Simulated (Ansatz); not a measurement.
**TiGeO3, pressure series**

The reference is TiGeO3 (space group R-3, No. 148; a cell from a computed database, its experimental status unchecked; layered, stacked along the Cartesian z axis).

```xyz
10
Lattice="2.4885 1.4367 6.5828 -2.4885 1.4367 6.5828 0.0000 -2.8735 6.5828" Properties=species:S:1:pos:R:3 pbc="T T T"
Ti     0.0000     0.0000     3.4100
Ti     0.0000     0.0000    16.3384
Ge     0.0000     0.0000     7.8419
Ge     0.0000     0.0000    11.9065
O      1.6989     0.0089     8.8124
O     -1.6989    -0.0089    10.9360
O     -0.8417    -1.4758     8.8124
O      0.8417     1.4758    10.9360
O     -0.8572     1.4668     8.8124
O      0.8572    -1.4668    10.9360
```

Cell and atoms are relaxed at each pressure.

All numbers come from PBEsol (Ansatz, a quantum-chemistry and plane-wave program; PAW; 420 eV plane waves; scalar-relativistic without spin-orbit coupling).

```
pressure (GPa)  volume per atom (Å³/atom)
--------------  -------------------------
0                                  14.122
0.3                                13.869
0.7                                     ?
1.5                                13.264
5                                  12.387
7.5                                11.984
10                                 11.682
```

Fit the third-order Birch–Murnaghan form P(V) = (3B₀/2)[(V₀/V)^(7/3) − (V₀/V)^(5/3)]·[1 + (3/4)(B₀′ − 4)((V₀/V)^(2/3) − 1)] (squares taken in P) to the rows shown and predict the withheld row.

Least squares on the printed values gives V₀ = 14.113 Å³/atom, B₀ = 14.9 GPa, B₀′ = 18.1; this predicts 13.628 Å³/atom, and the run gives 13.616 Å³/atom, 0.012 lower.

Load acts through the strain it causes; cell and atoms are relaxed under it. Whether these cells are dynamically stable was not tested. Competing high-pressure phases were not computed. The final runs are not spin-polarised. No dispersion term is included in the PBEsol runs.
